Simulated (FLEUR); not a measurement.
FLEUR run on CoSi2 (Fm-3m, 3 atoms in the cell): self-consistent single point.

Computed with PBE, all-electron FLAPW (FLEUR), scalar-relativistic valence run with FLEUR.

The change in words: lattice scaled by 0.98. Reference geometry:
```
CELL_PARAMETERS angstrom
      0.00000     2.68000     2.68000
      2.68000     0.00000     2.68000
      2.68000     2.68000     0.00000
ATOMIC_POSITIONS crystal
  Co 0.00000 0.00000 0.00000
  Si 0.25000 0.25000 0.25000
  Si 0.75000 0.75000 0.75000
```

Reference input (self-consistent single point, DFT, PBE, all-electron FLAPW (FLEUR), scalar-relativistic valence): Kmax = 4.1 1/bohr; GmaxXC = 14.3 1/bohr; xcFunctional = pbe; jspins = 1; l_soc = F; mode = gauss; fermiSmearingEnergy = 0.00999582 Htr; mesh (inpgen div1-3) = 14 14 14; inpgen gamma flag = true; Gmax = 14.3 1/bohr; numbands = 0; maxIterBroyd = 25. This run's input differs from it in these lines:

```diff
@@ -6,3 +6,3 @@
 0.7071067812 0.7071067812 0.0000000000
-7.1622365232
+7.0189917927
 1.0 1.0 1.0
@@ -44,5 +44,5 @@
          <bravaisMatrix>
-            <row-1>    0.0000000000000000     5.0644660141130311     5.0644660141130311</row-1>
-            <row-2>    5.0644660141130311     0.0000000000000000     5.0644660141130311</row-2>
-            <row-3>    5.0644660141130311     5.0644660141130311     0.0000000000000000</row-3>
+            <row-1>    0.0000000000000000     4.9631766938053143     4.9631766938053143</row-1>
+            <row-2>    4.9631766938053143     0.0000000000000000     4.9631766938053143</row-2>
+            <row-3>    4.9631766938053143     4.9631766938053143     0.0000000000000000</row-3>
          </bravaisMatrix>
```

Output, abridged:

```
 Iteration:     1   Distance:      19.12005128 me/bohr^3
 Iteration:     2   Distance:      12.76017329 me/bohr^3
 Iteration:     3   Distance:       9.75126085 me/bohr^3
 Iteration:     4   Distance:       7.22284246 me/bohr^3
 Iteration:     5   Distance:       3.63932981 me/bohr^3
   [... 6 lines left out ...]
 Iteration:    12   Distance:       0.00089555 me/bohr^3
 Iteration:    13   Distance:       0.00172094 me/bohr^3
 Iteration:    14   Distance:       0.00019156 me/bohr^3
 Iteration:    15   Distance:       0.00000916 me/bohr^3
 Run finished successfully
 Stop message:
   Structural relaxation: Done

[file out, last iteration]
             iter=     16
[...]
          total density-effective poten   -3.1081523321E+03
          total charge density-energy d   -1.0166705719E+02
 Updated energy parameters for spin:           1
[...]
 fermi energy and band-weighting factors:
    0.628927    0.628927

[...]
FERMIE:
          first approx. to ef    (T=0)  :   0.412988 htr   (energy of the highest occ. eigenvalue)
          number of occ. states  (T=0)  :       1178
          first approx. to seigv (T=0)  :  -5.985816 htr
          sum of weights of occ. states :  11.515671
          sum of semicore charge        :   0.000000 e
          fermi energy=   0.41186 har   work function= -11.20730 ev
          number of valence electrons=  23.00000
   [... lines left out ...]
          total moment                 =     0.00000
 Direct bandgap for spin            1 :    1.7268904328918033E-002  Htr
 ---->    free energy=                     -1973.5938591308 htr
   [... lines left out ...]
      extrapolation for T->0
 ---->    total electron energy=           -1973.5938591308 htr
 ***** TOTAL FORCES ON ATOMS *****
 TOTAL FORCE FOR ATOM TYPE=  1  X=  0.000   Y=  0.000   Z=  0.000
                       FX_TOT= 0.000000 FY_TOT= 0.000000 FZ_TOT= 0.000000
 TOTAL FORCE FOR ATOM TYPE=  2  X=  2.482   Y=  2.482   Z=  2.482
                       FX_TOT= 0.000000 FY_TOT= 0.000000 FZ_TOT= 0.000000
 Structural relaxation: Done
```

The run converged in 15 iterations. FLEUR gives forces in its relaxation mode, with a further iteration, so its stop message speaks of a relaxation. Against the reference run the total energy goes up by 29.7 meV/atom.

The starting cell has typed, rounded lattice constants, without a prior relaxation at this level. For this run, on top of that: lattice scaled by 0.98. Spin polarisation is off. Values depend on the basis (sphere radii, cutoffs, local orbitals), which need not be converged. The log's line on a gap gives a spacing of levels on this mesh, which the program prints for metals too.

Cost on one core of a shared machine: roughly 3 min.
